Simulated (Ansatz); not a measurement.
The reference is BeS in the zinc blende structure (space group F-43m, No. 216; a = 4.876 Å).

Method: PBE (Ansatz, a quantum-chemistry and plane-wave program; PAW; 420 eV plane waves; no SOC).

Base values:

| Quantity | Value |
|---|---|
| Smallest direct gap | 5.61 eV |
| Electron mass | 0.84 mₑ along k, 0.29 mₑ across (at X) |
| Hole mass | 0.34, 0.57, 0.57 mₑ (at Γ) |
| Lattice parameter a | 4.876 Å |

Perturbation: cell and atoms relaxed at a pressure of 0.3 GPa.

Task: How does this affect the smallest direct gap?

Result: The smallest direct gap hardly moves (5.61 eV against 5.62 eV).

Task: Estimate the effect on the electron mass.

Result: The electron mass changes from 0.84 mₑ along k, 0.29 mₑ across (at X) to 0.83 mₑ along k, 0.29 mₑ across (at X).

Task: Estimate the effect on the hole mass.

Result: The hole mass (degenerate bands, along [100]) stays 0.34, 0.57, 0.57 mₑ (at Γ).

Task: What does the calculation give for the lattice parameter a after the change?

Result: The lattice parameter a shrinks by 0.005 Å (4.876 Å → 4.871 Å).

Load acts through the strain it causes; cell and atoms are relaxed under it. Effective masses come from finite differences of ±0.01 Å⁻¹. Along k means along the line from Γ to the band edge. Whether these cells are dynamically stable was not tested.
